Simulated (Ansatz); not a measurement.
## BP: tensor shear ε_xy = +1.71 %

The parent structure is BP in the zinc blende structure (space group F-43m, No. 216; a = 4.5366 Å). Axes: x, y, z lie along the cube axes.

One thing is altered: a pure shear with ε_xy = ε_yx = 0.0171; the atoms relax in the strained cell.

Level of theory: r2SCAN (Ansatz, a first-principles code, PAW, no spin-orbit coupling). k-mesh 12×12×12 (Γ-centred); smearing 0.05 eV (Fermi–Dirac).

Space group: Imm2 (No. 44) (base F-43m (No. 216))
Energy relative to the base (free energy F): +8.4 meV/atom
Band gap: 1.13 eV (an upper bound: an edge found on the path is not a true extremum; the changed cell) (base 1.41 eV)
Stress (xx, yy, zz, yz, xz, xy; compression positive): (0.24, 0.24, -0.03, 0.00, 0.00, -6.76) GPa

Final structure:

```
BP
1.0
    0.03879     2.26828     2.26828
    2.26828     0.03879     2.26828
    2.30707     2.30707     0.00000
B P
1 1
Direct
  0.00133   0.00133   0.99867
  0.24867   0.24867   0.25133
```

Stability against distortions was not tested.
